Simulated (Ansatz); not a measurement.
## PtGe: biaxial strain −1.42 %, plane normal [001], relaxed out of plane

Take PtGe (space group Pnma, No. 62; a = 5.819 Å, b = 3.757 Å, c = 6.175 Å) as the base. Axes: x, y, z lie along a, b, c of the conventional cell.

Modification: biaxial strain −1.42 %, plane normal [001], relaxed out of plane (Cartesian); in-plane vectors clamped, the third vector and the atoms free.

Computed with Kohn–Sham DFT with the PBE functional, run in Ansatz (a quantum-chemistry and plane-wave program) with PAW and 420 eV plane waves, scalar-relativistic without spin-orbit coupling. k-mesh 12×8×8 (Γ-centred); smearing 0.05 eV (Fermi–Dirac), for the changed cell.

- Volume per atom: 16.66 Å³ (base 16.87 Å³)
- Space group: Pnma (No. 62) (base Pnma (No. 62))
- Shortest interatomic distance: 2.500 Å (base 2.508 Å)
- Pressure (mean of the normal stresses, compression positive): 2.0 GPa (base 0.0 GPa)
- Band gap: zero (base zero)
- Out-of-plane strain: +1.61 % (rough)
- Mean in-plane stress (compression positive): +3.1 GPa (rough)

Final structure (turned so that z lies along the plane normal):

```xyz
8
Lattice="3.7037 0.0000 0.0000 0.0000 5.7361 0.0000 0.0000 0.0000 6.2744" Properties=species:S:1:pos:R:3 pbc="T T T"
Pt     0.9259     0.0100     1.2059
Pt     0.9259     2.8781     1.9313
Pt     2.7778     5.7260     5.0685
Pt     2.7778     2.8580     4.3431
Ge     0.9259     4.6687     3.6764
Ge     0.9259     1.8006     5.7353
Ge     2.7778     1.0674     2.5981
Ge     2.7778     3.9354     0.5392
```

Without a gap, meshes like the base's 8×12×8 leave anisotropic stresses uncertain by several tenths of a GPa, and small strain energies with them. No phonon test of stability was made. The final runs are not spin-polarised.
